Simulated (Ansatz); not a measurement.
The reference is TaSi2 (space group P6_222, No. 180; a = 4.776 Å, c = 6.563 Å). Axes: x lies along a and z along c of the hexagonal cell.

Computed with Ansatz (a program for electronic structure) r2SCAN, spin-orbit coupling left out.

For the base:

The shortest interatomic distance is 2.550 Å and the pressure comes out as 0.0 GPa.

Modification: uniaxial strain ε_yy = −1.01 %, all other strain components held at zero, atoms relaxed at fixed cell.

What does the calculation give for the shortest interatomic distance, energy relative to the base and pressure after the change?

The shortest interatomic distance shrinks by 0.003 Å (2.550 Å → 2.547 Å); the energy goes up by 1.8 meV/atom; the pressure (mean of the normal stresses, compression positive) goes from zero to 1.9 GPa.

Without a gap, meshes like the base's 11×11×7 leave anisotropic stresses uncertain by several tenths of a GPa, and small strain energies with them. Whether these cells are dynamically stable was not tested. The final runs are not spin-polarised. An odd electron count without spin: TaSi2.
